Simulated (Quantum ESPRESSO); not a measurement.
A working Quantum ESPRESSO input for K3AuF6 (Fm-3m, 10 atoms in the cell) (DFT, PBEsol, plane waves, PseudoDojo standard norm-conserving (PBESOL) pseudopotentials):

```fortran
&CONTROL
  calculation = 'scf'
  prefix = 'run'
  outdir = './work'
  pseudo_dir = './'
  tprnfor = .true.
  tstress = .true.
/
&SYSTEM
  ibrav = 0
  nat = 10
  ntyp = 3
  ecutwfc = 85
  occupations = 'smearing'
  smearing = 'fd'
  degauss = 0.000734986
  nspin = 2
  starting_magnetization(2) = 0.053
/
&ELECTRONS
  conv_thr = 1.0d-10
  mixing_beta = 0.3
/
ATOMIC_SPECIES
K     39.0983  K.upf
Au   196.9666  Au.upf
F     18.9984  F.upf
CELL_PARAMETERS {angstrom}
   0.00000000     4.55037900     4.55037900
   4.55037900     0.00000000     4.55037900
   4.55037900     4.55037900     0.00000000
ATOMIC_POSITIONS {alat}
K     1.06066017    1.06066017    1.06066017
K     0.35355339    0.35355339    0.35355339
K     0.70710678    0.70710678    0.70710678
Au    0.00000000    0.00000000    0.00000000
F     0.32666919    0.70710678    0.70710678
F     1.08754437    0.70710678    0.70710678
F     0.70710678    0.32666919    0.70710678
F     0.70710678    1.08754437    0.70710678
F     0.70710678    0.70710678    0.32666919
F     0.70710678    0.70710678    1.08754437
K_POINTS {automatic}
3 3 3  0 0 0
```

The run converged in 14 iterations: free energy E − TS -10476.1685 eV; top of the valence band (on the code's own zero) 3.69 eV; gap on the k-point mesh 0.82 eV; pressure -0.19 GPa; largest force (vector length) 0.027 eV/Å; size of the cell's spin moment 2.00 μB. Each of these slips is then made, one at a time:

(1)
```diff
-/
-&ELECTRONS
-  conv_thr = 1.0d-10
-  mixing_beta = 0.3
```

(2)
```diff
-CELL_PARAMETERS {angstrom}
-   0.00000000     4.55037900     4.55037900
-   4.55037900     0.00000000     4.55037900
-   4.55037900     4.55037900     0.00000000
```

Task: How does each altered input end?

Result: 
(1) A required namelist left out. The program stopped before any SCF iteration.
```
Error in routine  read_namelists (1):
bad line in namelist &electrons: "3 3 3  0 0 0" (error could be in the previous line)
```

(2) No cell vectors for a free lattice. The program stopped before any SCF iteration.
```
Error in routine cell_base_init (1):
ibrav=0: must read cell parameters
```

The starting cell comes from a database of computed structures (which also holds hypothetical and non-ambient phases and stackings), without a prior relaxation at this level. Its lattice was rescaled by a random factor within 2.5 % of one. Spin-orbit coupling is off. With one magnetic atom in the cell only a parallel order is possible.

Left out of this page: 5 runs of the series outside the window shown, repeating another row's setting, or not comparable.
